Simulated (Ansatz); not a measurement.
H on the 1x1 (0001) surface of hcp Co, ferromagnetic, one in a 2x1 cell, energies for each (10.8 Å²). Energies are against ½ H2(g), without zero-point or thermal terms; each row is named by its start.

Calculation: PBE (plane waves to 420 eV, PAW; Ansatz, a program for electronic structure).

Model: 9-atom slab, 6.0 Å thick at the start under the adsorbate (thin: gaps and levels are the slab's own), 7x14x1 mesh, Fermi-Dirac 0.1 eV, dipole correction, 4 atoms held, the rest relaxed; each run with such symmetry as its start has; spin-polarised, no spin-orbit, no U, no dispersion correction.

A negative adsorption energy means that the adsorbate is more stable on the surface than in its reference. Starts that drift may end in the same place. Heights count from the host atoms within 0.3 Å of the top one.

```json
[
 {"starting site": "top Co", "E_ads (eV)": "-0.49", "height (Å)": "0.95", "nearest host atom (Å)": "Co 1.71", "bonded to": "3 Co", "Δ work function (eV)": "-0.05", "lateral drift (Å)": "1.5", "moment (μB)": "13.2"},
 {"starting site": "hollow Co-Co-Co", "E_ads (eV)": "-0.52", "height (Å)": "0.94", "nearest host atom (Å)": "Co 1.70", "bonded to": "3 Co", "Δ work function (eV)": "-0.05", "lateral drift (Å)": "0.0", "moment (μB)": "13.1"},
 {"starting site": "hollow Co-Co-Co over Co at depth 2.0 Å", "E_ads (eV)": "-0.49", "height (Å)": "0.95", "nearest host atom (Å)": "Co 1.71", "bonded to": "3 Co", "Δ work function (eV)": "-0.05", "lateral drift (Å)": "0.0", "moment (μB)": "13.2"},
 {"starting site": "bridge Co-Co (span 2.5 Å)", "E_ads (eV)": "-0.52", "height (Å)": "0.94", "nearest host atom (Å)": "Co 1.70", "bonded to": "3 Co", "Δ work function (eV)": "-0.05", "lateral drift (Å)": "0.7", "moment (μB)": "13.1"}
]
```
